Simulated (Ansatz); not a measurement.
Consider this model of amorphous In9Ga9Zn9O35H2.

```xyz
64
Lattice="9.2993 0.2306 0.1451 0.2306 9.3426 -0.1354 0.1451 -0.1354 9.1248" Properties=species:S:1:pos:R:3 pbc="T T T"
In     1.6151     5.2553     5.4913
In     2.8020     1.7717     4.8017
In     9.2665     1.6693     6.8589
In     2.1123     1.5299     1.6963
In     7.8667     9.3745     0.6784
In     6.1550     0.6772     6.1723
In     5.4042     2.5372     2.5914
In     8.5041     0.7132     3.3287
In     5.5584     6.4509     4.1105
Ga     8.2431     3.2707     1.5406
Ga     3.2480     4.8810     2.6306
Ga     1.4166     4.5558     0.3754
Ga     3.2609     2.6799     7.6283
Ga     6.3139     5.5720     1.1427
Ga     3.1127     8.1542     6.6763
Ga     8.4649     4.6328     7.4410
Ga     8.9802     6.4553     2.3540
Ga     4.6512     4.8312     6.5284
Zn     6.1294     2.8425     8.4345
Zn     6.3133     7.2052     7.4522
Zn     2.1265     7.8936     3.9125
Zn     4.6939     0.1465     9.0280
Zn     8.4424     7.6765     5.3658
Zn     7.6090     3.8267     4.9027
Zn     4.8175     9.2391     3.3889
Zn     3.7830     6.6566     9.0225
Zn     0.3748     6.9763     7.9479
O      4.7176     1.5049     7.5239
O      7.5295     2.8858     6.9988
O      6.6794     2.1347     0.9007
O      4.3611     6.6458     6.9406
O      5.9586     4.7626     5.2480
O      3.5408     8.8514     5.0002
O      4.6237     7.5709     2.5657
O      3.1500     3.7751     6.0149
O      5.0508     1.5424     4.4646
O      6.7172     9.0478     8.0723
O      9.3560     4.0960     5.6891
O      5.5705     6.9845     0.2719
O      2.8774     3.0778     3.0671
O      8.2402     0.4527     5.4846
O      3.1943     8.5346     8.5114
O      4.1652     0.9150     1.7391
O      4.6664     4.1140     8.2199
O      8.9726     7.4603     0.8087
O      8.0526     6.4274     6.9833
O      0.9443     4.9148     7.8525
O      9.5275     9.4012     8.1765
O      5.0619     4.5788     2.1862
O      7.1943     6.0972     2.7356
O      1.4178     0.4869     3.4769
O      7.5280     2.8174     3.2924
O      3.1513     5.9805     4.1334
O      2.0122     1.4352     6.7162
O      0.2537     4.4310     1.8370
O      2.2472     2.9288     0.1134
O      2.5456     5.8065     1.1553
O      0.4093     6.8597     3.8058
O      1.4942     7.2405     6.3094
O      7.5130     4.5354     0.1489
O      0.0799     1.5835     1.2288
O      6.4409     7.9924     5.2677
H      0.8695    -0.0422     8.6016
H      5.1056     7.5488     1.6783
```

Method: PBE, scalar-relativistic without spin-orbit coupling (plane waves to 420 eV, PAW; Ansatz, a quantum-chemistry and plane-wave program). The usual formal charges leave 4 electrons over, so the level spacing at the Fermi energy parts defect or band states and needn't be the band gap.

It comes from a melt-quench run on a machine-learned potential (CHGNet), relaxed afterwards by DFT. O atoms were pushed apart under 1.9 Å during the dynamics, to hinder bonds among them. The hot cell started wider than the set density and was brought back towards it in steps. It is the lowest in DFT energy of 2 quenches. It is a model cell: composition and starting density were chosen by hand, and all elements were melted together. No dispersion term was used. Its density started from a set value of 5.89 and ended at 5.89 g/cm³. The quench (nominally 530 K/ps over its main leg) was far faster than any real one, so the model tends to hold more defects than a real film. Values belong to this one cell and scatter from quench to quench. The volume was held where the preparation left it and the shape relaxed, at a PBE pressure of 5.1 GPa. Stress components on the final sampling reach 5.1 GPa. On a 2×2×2 Γ-centred mesh force components of up to 0.27 eV/Å stay, since the relaxation ran on the zone centre alone.

Cut-offs for bonds: In-In 3.12 Å, In-Ga 2.90 Å, In-Zn 2.90 Å, In-O 2.88 Å, In-H 2.08 Å, Ga-Ga 2.68 Å, Ga-Zn 2.68 Å, Ga-O 2.26 Å, Ga-H 1.84 Å, Zn-Zn 2.68 Å, Zn-O 2.44 Å, Zn-H 1.84 Å, O-O 1.58 Å, O-H 1.16 Å, H-H 0.90 Å. Two cations that share two anions don't count as bonded, nor two that share one unless they lie closer than In-In 3.04 Å, In-Ga 2.82 Å, In-Zn 2.82 Å, Ga-Ga 2.61 Å, Ga-Zn 2.61 Å, Zn-Zn 2.61 Å.

Problem. Give the coordination numbers, mean bond lengths and angles.

Solution. 
```json
{
 "Mean coordination of In by anions": "5.44 (1 with 4, 3 with 5, 5 with 6); 2 close contacts or bonds to cations besides",
 "Mean coordination of Ga by anions": "4.33 (6 with 4, 3 with 5)",
 "Mean coordination of Zn by anions": "4.33 (6 with 4, 3 with 5)",
 "Mean coordination of O": "3.69 (12 with 3, 22 with 4, 1 with 5)",
 "Mean coordination of H": "1.00 (2 with 1)",
 "Mean In-O bond": "2.259 Å (spread 0.178 Å, 49 counted)",
 "Mean Ga-O bond": "1.909 Å (spread 0.069 Å, 39 counted)",
 "Mean Zn-O bond": "2.049 Å (spread 0.112 Å, 39 counted)",
 "Mean In-In close contact": "2.746 Å (spread 0.000 Å, 1 counted)",
 "Bond angle at In": "mean 102.8°, spread 28.9°",
 "Bond angle at Ga": "mean 108.0°, spread 19.0°",
 "Bond angle at Zn": "mean 108.4°, spread 25.7°",
 "Bond angle at O": "mean 108.5°, spread 17.5°"
}
```

Problem. List the pairs of like atoms that count as bonded by the rules above.

Solution. In5-In8 (2.75 Å).

Problem. What Bader charges do the atoms carry, from a run on the zone centre alone?

Solution. Means (range): In +1.65 e (+1.12 to +1.80), Ga +1.80 e (+1.77 to +1.84), Zn +1.22 e (+1.17 to +1.25), O -1.23 e (-1.28 to -1.19), H +0.58 e (+0.57 to +0.60).
```tsv
atom	charge (e)
In1	+1.76
In2	+1.74
In3	+1.69
In4	+1.80
In5	+1.41
In6	+1.75
In7	+1.78
In8	+1.12
In9	+1.79
Ga10	+1.81
Ga11	+1.79
Ga12	+1.80
Ga13	+1.84
Ga14	+1.80
Ga15	+1.78
Ga16	+1.77
Ga17	+1.82
Ga18	+1.77
Zn19	+1.22
Zn20	+1.23
Zn21	+1.24
Zn22	+1.19
Zn23	+1.21
Zn24	+1.22
Zn25	+1.17
Zn26	+1.22
Zn27	+1.25
O28	-1.25
O29	-1.22
O30	-1.23
O31	-1.27
O32	-1.22
O33	-1.23
O34	-1.22
O35	-1.25
O36	-1.19
O37	-1.20
O38	-1.21
O39	-1.24
O40	-1.25
O41	-1.21
O42	-1.21
O43	-1.21
O44	-1.24
O45	-1.25
O46	-1.24
O47	-1.27
O48	-1.19
O49	-1.26
O50	-1.28
O51	-1.22
O52	-1.23
O53	-1.22
O54	-1.19
O55	-1.25
O56	-1.26
O57	-1.23
O58	-1.24
O59	-1.23
O60	-1.26
O61	-1.25
O62	-1.22
H63	+0.57
H64	+0.60
```
